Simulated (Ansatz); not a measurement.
The parent structure is Re in the hcp (Mg type) structure (space group P6_3/mmc, No. 194; a = 2.7579 Å, c = 4.4628 Å).

All numbers come from DFT with r2SCAN, PAW potentials and a 500 eV plane-wave cutoff in Ansatz (a quantum-chemistry and plane-wave program), no spin-orbit coupling.

Base values:

| Item | Value |
|---|---|
| Volume per atom | 14.70 Å³ |

Perturbation: Pb takes the place of Re on all its sites; the structure is relaxed again.

Tabulated Pauling electronegativity and covalent radius: Re 1.90, 1.51 Å; Pb 2.33, 1.46 Å.

Q: What does the calculation give for the volume per atom after the change?

A: The volume per atom grows by 16.305 Å³ (14.70 Å³ → 31.00 Å³).

Whether these cells are dynamically stable was not tested. All final runs are without spin polarisation. This is not the structure that Pb has at room temperature and ambient pressure.
